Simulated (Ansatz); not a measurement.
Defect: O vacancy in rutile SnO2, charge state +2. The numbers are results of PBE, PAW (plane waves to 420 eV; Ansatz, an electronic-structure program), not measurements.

Settings: 216 host sites, the relaxed PBE lattice, one k-point at (0.250, 0.250, 0.250), smearing 0.01 eV, spin-restricted, no image-charge correction. Energies are static. The charge state is imposed; whether it is stable for some Fermi level was not computed. Forms of the defect that were not tried may lie lower.

Barriers: single points on a 2×2×2 k-point mesh shifted by half a step at the bands' geometries.

The step: one O atom jumps into the vacancy from a nearby O site; the atom moves 2.77 Å along (0.10, -0.47, -0.48) of the unit cell; the moving atom starts with neighbours O at 2.67; Sn at 2.06, Sn at 2.11, Sn at 2.15 Å and ends with O at 2.59; Sn at 2.06, Sn at 2.11, Sn at 2.14 Å.

What is the computed migration barrier of this step (PBE, PAW)?

1.21 eV, the same both ways. At the saddle the moving atom has neighbours Sn at 1.99, Sn at 2.25 Å. The saddle point's order was not checked.
